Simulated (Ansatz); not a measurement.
O interstitial in rock-salt CaO (start: void with 4Ca4O nearest; 64-site cell, 2×2×2 shifted sampling). The numbers are results of PBE, PAW (plane waves to 420 eV; Ansatz, a quantum-chemistry and plane-wave program), not measurements. Total energies of the localised charge states, counted from that of charge 0, and their image corrections (point charge with alignment); the host's valence-band maximum lies at 7.525 eV on the cells' energy zero and its gap is 3.66 eV.

```json
[
 {"charge": "0", "moment (μB)": "not spin-polarised", "E − E(first) (eV)": "0.000", "correction (eV)": "0.000"},
 {"charge": "−1", "moment (μB)": "1.0", "E − E(first) (eV)": "9.907", "correction (eV)": "0.053"},
 {"charge": "−2", "moment (μB)": "not spin-polarised", "E − E(first) (eV)": "18.888", "correction (eV)": "0.391"}
]
```

**Question.** Derive the transition levels above the valence-band maximum and say which of them are thermodynamic.

**Answer.** A level is the Fermi energy at which two charges have equal formation energy: ε(q/q′) = [E(q′) + corr(q′) − E(q) − corr(q)] / (q − q′) − E_VBM.
ε(0/−1) = [(9.907 + 0.053) − (0.000 + 0.000)] / 1 − 7.525 = 2.44 eV
ε(−1/−2) = [(18.888 + 0.391) − (9.907 + 0.053)] / 1 − 7.525 = 1.79 eV
Charge −1 lies above the lower envelope where its neighbours cross, so the level that counts is ε(0/−2) = [(18.888 + 0.391) − (0.000 + 0.000)] / 2 − 7.525 = 2.11 eV.
Thermodynamic levels at least 0.1 eV inside the gap: (0/−2) at 2.11 eV. They hold to tenths of an eV in this cell. Only the charges listed were compared. At charge +1 the carrier sat in host band states, shallow at most. The geometries come from one start. Flagged in the runs: a doubtful potential alignment.
